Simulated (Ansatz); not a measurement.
# ZrSi (Cmcm): resistivity and electron-phonon coupling

Consider the following.

```xyz
4
Lattice="1.8676 -4.9410 0.0000 1.8676 4.9410 0.0000 0.0000 0.0000 3.7369" Properties=species:S:1:pos:R:3 pbc="T T T"
Zr     1.8676    -1.4353     0.9342
Zr     1.8676     1.4353     2.8027
Si     1.8676    -4.1611     0.9342
Si     1.8676     4.1611     2.8027
```

Level of theory: PBEsol, DFPT electron-phonon coupling, linearised Boltzmann equation (plane waves, PAW, scalar-relativistic; Ansatz, a first-principles code). How the cell was made: relaxed with this functional, without spin-orbit coupling.

```
Property                                                                                                         Value
----------------------------------------------------------------------------------  ----------------------------------
resistivity at 300 K                                                                13.1 (x), 12.8 (y), 10.5 (z) μΩ·cm
resistivity at 77 K                                                                 1.03 (x), 1.00 (y), 0.82 (z) μΩ·cm
electron mean free path at 300 K (weighted by the current that each state carries)         21 (x), 18.8 (y), 21 (z) nm
electron-phonon coupling λ                                                                                       0.154
transport coupling λ_tr                                                                0.148 (x), 0.156 (y), 0.152 (z)
logarithmic mean phonon energy                                                                                  25 meV
density of states at the Fermi level                                                        0.50 states/(eV·spin·cell)
Drude plasma energy                                                                       3.4 (x), 3.6 (y), 3.9 (z) eV
Tc for μ* = 0.10 (anisotropic Eliashberg)                                                                    below 1 K
Tc for μ* = 0.13 (anisotropic Eliashberg)                                                                    below 1 K
```

A metal at this level (no band gap). Only scattering by harmonic phonons is included (no impurities, grain boundaries, electron-electron scattering or thermal expansion). Spin-orbit coupling is left out. Halving the electron mesh (24x24x24) moves the resistivity by up to 7 % at 300 K, the mean free path by up to 3 %, the coupling by up to 3 %. Smearing 0.20 eV; phonons on a 4x4x4 q mesh, which this run doesn't test and which matters most at low temperature. Tc comes from the anisotropic Migdal-Eliashberg equations with μ*, a chosen number, referred to 30 meV.

Formula and space group known from diffraction (Crystallography Open Database), not checked to be the room-temperature form: ZrSi (Cmcm).
